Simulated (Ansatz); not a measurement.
# Point defect Sn on the Si site + C vacancy in 4H silicon carbide

Method: PBE, PAW (plane waves to 420 eV; Ansatz, a program for electronic structure). Cell: 96 sites, 3×2×1; final energies on a 2×2×2 shifted mesh. Sites at the start: the Si(k) site; C(k) 1.90 Å away, along c. Finite-size correction: monopole term and site-potential alignment. Dielectric constants: PBE linear response of the host. Host gap at this level: 2.23 eV. A cell of this size leaves errors of a few tenths of an eV. PBE underestimates the host's gap, which shifts levels and can delocalise carriers. Spin–orbit coupling is left out, which matters for these heavy elements. Each state is the lowest found from its start.

| charge | moment (μB) | largest move off a lattice site (Å) | image correction with alignment (eV) |
|---|---|---|---|
| +2 | not spin-polarised | 0.31 | 0.92 |
| +1 | 1.0 | 0.39 | 0.29 |
| 0† | not spin-polarised | 0.36 | 0.00 |
| −1 | 1.0 | 0.57 | 0.08 |

† Not settled in this cell, so no level is given: charge 0: no spin-polarised start tried.

Transition levels above the valence-band maximum: ε(+2/+1) = 0.92 eV. With a charge missing or unsettled, these needn't be thermodynamic levels.

Flagged in the runs: a host whose relaxation on this sampling wasn't shown to rest.

All states together cost very roughly 120 core-minutes.
